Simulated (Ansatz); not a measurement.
# A computed series for Al2O3: response to strain

The reference is Al$_{2}$O$_{3}$ in the corundum structure (space group R-3c, No. 167).

```yaml
crystal:
  lattice:
    - [2.37945, 1.37377, 4.33172]
    - [-2.37945, 1.37377, 4.33172]
    - [0.00000, -2.74755, 4.33172]
  atoms:
    - { symbol: Al, position: [0.35191, 0.35191, 0.35191] }
    - { symbol: Al, position: [0.14809, 0.14809, 0.14809] }
    - { symbol: Al, position: [0.64809, 0.64809, 0.64809] }
    - { symbol: Al, position: [0.85191, 0.85191, 0.85191] }
    - { symbol: O, position: [0.55637, 0.94363, 0.25000] }
    - { symbol: O, position: [0.25000, 0.55637, 0.94363] }
    - { symbol: O, position: [0.94363, 0.25000, 0.55637] }
    - { symbol: O, position: [0.44363, 0.05637, 0.75000] }
    - { symbol: O, position: [0.75000, 0.44363, 0.05637] }
    - { symbol: O, position: [0.05637, 0.75000, 0.44363] }
```

Cartesian axes are those of the cell as printed.

Strains are applied to the cell and any free atomic positions relax; under biaxial strain the out-of-plane vector relaxes too.

Calculations: r2SCAN (Ansatz, a quantum-chemistry and plane-wave program), no SOC.

Candidates:
(a) tensor shear ε_yz = −2.89 %
(b) biaxial strain +2.20 %, plane normal [001], relaxed out of plane
(c) biaxial strain −1.91 %, plane normal [001], relaxed out of plane
(d) biaxial strain −2.52 %, plane normal [001], relaxed out of plane

Notes on the quantities. energy relative to the base: free energy F.

Problem. Order them by energy relative to the base, lowest first.

Solution. (c) biaxial strain −1.91 %, plane normal [001], relaxed out of plane (+12 meV/atom), (a) tensor shear ε_yz = −2.89 % (+13 meV/atom), (b) biaxial strain +2.20 %, plane normal [001], relaxed out of plane (+15 meV/atom), (d) biaxial strain −2.52 %, plane normal [001], relaxed out of plane (+21 meV/atom)

Whether these cells are dynamically stable was not tested.
